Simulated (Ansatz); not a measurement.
Hops of point defects in monoclinic HfO2, each between lowest sites run for its defect: PBE bands (Ansatz, a first-principles code, plane waves to 420 eV, PAW, climbing-image NEB) beside the CHGNet universal potential on its own band (it has no charge state). Static nuclei, no finite-size correction. The rows are a random draw from the bands that converged and passed our checks of state and shape. Saddle orders were checked for a part of the study's bands only and are not shown. Vacancies start on their lattice site; split forms were not set up. Charge states are imposed. Spin-orbit coupling is left out.

| Row | Defect | Route | Hop (Å) | Cell and PBE mesh | CHGNet k-points | PBE barrier x (eV) | CHGNet barrier y (eV) |
|---|---|---|---|---|---|---|---|
| 1 | O vacancy, charge +2 | a nearby O jumps into the vacancy | 2.61 | 96 sites, Γ | none | 1.33 | 1.13 |
| 2 | interstitial Sc, charge +3 | Sc moves farthest | 1.45 | 96 sites, Γ | none | 0.33 | 0.23 |
| 3 | interstitial La, charge +3 | La moves farthest | 1.22 | 96 sites, Γ | none | 0.43 | 0.26 |
| 4 | interstitial Hf, charge +4 | Hf moves farthest | 3.46 | 96 sites, Γ | none | 4.43 | 2.62 |
| 5 | O vacancy, charge +2 | a nearby O jumps into the vacancy | 2.27 | 96 sites, Γ | none | 0.80 | 0.80 |
| 6 | interstitial Na, charge +1 | Na moves farthest | 3.45 | 96 sites, Γ | none | 2.75 | 2.08 |
| 7 | interstitial Zn, charge +2 | Zn moves farthest | 3.44 | 96 sites, Γ | none | 2.12 | ? |

Q: Fit a straight line y = a x + b to rows 1 to 6, predict row 7, and compare with the computed value.

A: Means: x̄ = 1.678, ȳ = 1.187 eV. Sums: Sxx = 12.989, Sxy = 7.707 eV². So a = Sxy/Sxx = 0.593 and b = ȳ − a x̄ = 0.192 eV, with a scatter of 0.23 eV about the line. Row 7: 0.593 × 2.12 + 0.192 ≈ 1.45 eV. The computed CHGNet value is 1.61 eV, +0.16 eV from the line, within the scatter. The line only summarises these rows of one host.
